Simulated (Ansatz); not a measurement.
**What pressure −2 GPa does to ZnCu**

Take ZnCu in the CsCl type structure (space group Pm-3m, No. 221; a = 2.964 Å) as the base.

The change: a negative pressure, −2 GPa.

Level of theory: PBE, PAW, 420 eV (Ansatz, a program for electronic structure; scalar-relativistic without spin-orbit coupling). Γ-centred 16×16×16 mesh, Fermi–Dirac width 0.05 eV.

The volume per atom increases by 0.24 Å³, from 13.02 Å³ to 13.26 Å³ and the density falls by 0.148 g/cm³ (8.22 g/cm³ → 8.08 g/cm³). The lattice parameter a increases by 0.018 Å, from 2.964 Å to 2.982 Å and the shortest interatomic distance rises by 0.0156 Å (2.567 Å → 2.582 Å). The enthalpy H = E + PV relative to the base's energy amounts to -0.16 eV/atom and the band gap is still zero.

Load acts through the strain it causes; cell and atoms are relaxed under it. Stability against distortions was not tested. The final runs are not spin-polarised.
